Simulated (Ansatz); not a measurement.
The reference is Ir in the fcc (Cu type) structure (space group Fm-3m, No. 225; a = 3.845 Å; relaxed with 0.1 eV smearing). Axes: x, y, z lie along the cube axes.

Method: r2SCAN (Ansatz, an electronic-structure program, PAW, no spin-orbit coupling).

One thing is altered: uniaxial strain ε_zz = +2.00 %, all other strain components held at zero, atoms relaxed at fixed cell.

Task: How does this affect the energy relative to the base?

Result: The energy goes up by 11 meV/atom.

Task: Estimate the effect on the stress.

Result: The stress (xx, yy, zz, yz, xz, xy; compression positive) amounts to (-4.6, -4.6, -11.8, 0.0, 0.0, 0.0) GPa.

Whether these cells are dynamically stable was not tested. The final runs are not spin-polarised.
